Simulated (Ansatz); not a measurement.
tetragonal ZrO2 (1 0 0) on diamond (1 1 0) (film strained to the substrate, faces as cut)

A periodic stack without vacuum, tetragonal ZrO2 (1 0 0) on diamond (1 1 0) (film strained to the substrate, faces as cut): substrate slab C48, film Zr8O16, surface cells [[0, 2], [-1, 0]] and [[0, 1], [-1, 0]], film strained by -4.4 and -1.4 %, faces C/C and OZr/OZr as cut (like faces can put a slab off its formula).

The start was prepared with a machine-learned potential, and the result is one local minimum, with the in-plane cell held and forces under 0.04 eV/Å; the film can end far from its bulk form.

Computed with PBE (plane waves to 420 eV, PAW; Ansatz, a quantum-chemistry and plane-wave program). Scalar-relativistic, without spin–orbit coupling; PBE gaps are too small against experiment. Its k-point mesh 5×7×1, Fermi–Dirac width 0.05 eV.

interface area: 18.0 Å²
period: 31.65 Å
gaps between the outermost planes at the two interfaces: 2.27 and 2.26 Å
C–Zr contacts across the interfaces within 1.22 times the sum of covalent radii: 2, mean 2.60 Å
spin-polarised check at this geometry: falls back to no moment

```xyz
72
Lattice="5.0488 0.0031 0.1486 0.0025 3.5680 -0.1603 3.2763 -3.2549 31.9350" Properties=species:S:1:pos:R:3 pbc="T T T"
C      1.0858     1.3535     2.4365
C      3.6132     1.3543     2.5098
C      2.3489     0.5322     2.5156
C      4.8737     0.5192     2.5924
C      2.3813    -0.5395     1.4808
C      4.9066    -0.5163     1.4803
C      3.6386     2.3516     1.4302
C      1.1220     2.3484     1.3576
C      3.5365     1.5082     5.0600
C      1.0122     1.5065     4.9855
C      4.7980     0.6195     5.1373
C      2.2738     0.6184     5.0648
C      4.8347    -0.3302     3.9169
C      2.3102    -0.3316     3.8491
C      1.0496     2.3500     3.6917
C      3.5744     2.3509     3.7652
C      0.9374     1.6218     7.5095
C      3.4619     1.6234     7.5838
C      2.1990     0.7309     7.5870
C      4.7234     0.7324     7.6611
C      2.2358    -0.2178     6.3671
C      4.7601    -0.2162     6.4402
C      3.4998     2.4597     6.2830
C      0.9754     2.4581     6.2087
C      3.3871     1.7363    10.1061
C      5.9115     1.7379    10.1804
C      4.6487     0.8458    10.1836
C      2.1243     0.8443    10.1080
C      4.6855    -0.1029     8.9626
C      2.1611    -0.1044     8.8881
C      5.9495     2.5741     8.8795
C      3.4252     2.5726     8.8053
C      5.8368     1.8467    12.6982
C      3.3127     1.8444    12.6231
C      2.0497     0.9581    12.6261
C      4.5740     0.9598    12.7069
C      2.0862     0.0080    11.4103
C      4.6107     0.0100    11.4865
C      3.3504     2.6878    11.3293
C      5.8747     2.6893    11.4034
C      3.2402     1.8456    14.9567
C      5.7720     1.8459    15.0334
C      4.5015     1.1465    15.1432
C      1.9782     1.1661    14.9941
C      4.5349     0.1101    14.0317
C      2.0107     0.0942    13.9597
C      5.7978     2.8430    13.9537
C      3.2764     2.8410    13.8784
Zr     4.3606    -2.4857    17.9044
Zr     1.8442    -0.6402    19.0865
O      3.2112    -0.7101    17.4648
O      5.6493    -0.7056    17.6222
O      2.9640    -2.4185    19.3997
O      5.5205    -2.4141    19.6065
Zr     4.8747    -2.3184    21.6757
Zr     2.3893    -0.4703    22.9759
O      3.8438    -0.5422    21.4061
O      6.3477    -0.5467    21.3630
O      3.4318    -2.2459    23.2645
O      5.9811    -2.2419    23.3978
Zr     5.2310    -2.1500    25.4422
Zr     7.7950    -0.2990    26.8898
O      4.1872    -0.3745    25.1521
O      6.6865    -0.3755    25.1696
O      3.7774    -2.0782    27.0124
O      6.3221    -2.0708    27.2039
Zr     5.7817    -1.9808    29.3319
Zr     8.3146    -0.1320    30.6625
O      4.6619    -0.2023    29.0199
O      7.1535    -0.2036    28.9602
O      4.4165    -1.9108    30.9560
O      7.0274    -1.9125    30.9439
```
